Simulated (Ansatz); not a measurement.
Band structure of MnSiNi (P6_3/mmc, 6 atoms in the cell).

```
CELL_PARAMETERS angstrom
      4.05641     0.00000     0.00000
     -2.02820     3.51295     0.00000
      0.00000     0.00000     4.84422
ATOMIC_POSITIONS crystal
  Mn 0.66667 0.33333 0.75000
  Mn 0.33333 0.66667 0.25000
  Si 0.33333 0.66667 0.75000
  Si 0.66667 0.33333 0.25000
  Ni 0.00000 0.00000 0.50000
  Ni 0.00000 0.00000 0.00000
```
Moments meant for the start (each program seeds them in its own way; μB, in the order of the atoms Mn Mn Si Si Ni Ni): 4.0 4.0 0.0 0.0 0.0 0.0.

Computed with LDA (PW92), PAW files made with PBE (plane waves; Ansatz, a program for electronic structure).

Settings: basis.ecutwfc = 420 eV; kpoints.mp_grid.grid = 6 6 5; hamiltonian.xc = lda; hamiltonian.pseudopotentials = {kind: paw} (the program's default PAW files); magnetization.spin_polarized = true; scf.occupations.method = gaussian; scf.occupations.width = 0.136 eV; kpoints.band_path.npoints = 8.

The starting cell comes from a database of computed structures (which also holds hypothetical and non-ambient phases and stackings), without a prior relaxation at this level. The magnetic order is the one reached from the typed start; others were not searched systematically.

Levels in eV from the Fermi level, bands 35 to 42 of the first spin channel:
| point | 35 | 36 | 37 | 38 | 39 | 40 | 41 | 42 |
|---|---|---|---|---|---|---|---|---|
| Γ | -0.86 | -0.33 | -0.33 | -0.03 | 0.16 | 3.09 | 3.09 | 3.10 |
| M | -1.13 | -0.86 | -0.83 | -0.46 | -0.26 | -0.16 | 0.02 | 2.04 |
| K | -1.05 | -1.02 | -0.87 | -0.87 | -0.80 | -0.33 | 1.21 | 1.21 |
| A | -0.49 | -0.49 | -0.49 | -0.49 | 2.36 | 2.36 | 3.54 | 3.54 |
| L | -1.09 | -1.09 | -0.94 | -0.94 | -0.13 | -0.13 | 1.57 | 1.57 |
| H | -1.15 | -1.15 | -0.42 | -0.42 | -0.32 | -0.32 | 0.40 | 0.40 |

Bands cross the Fermi level along this path, so the cell is metallic at this level.

The net moment of the cell came out as 3.75 μB.

Keys are those of Ansatz 0.2.
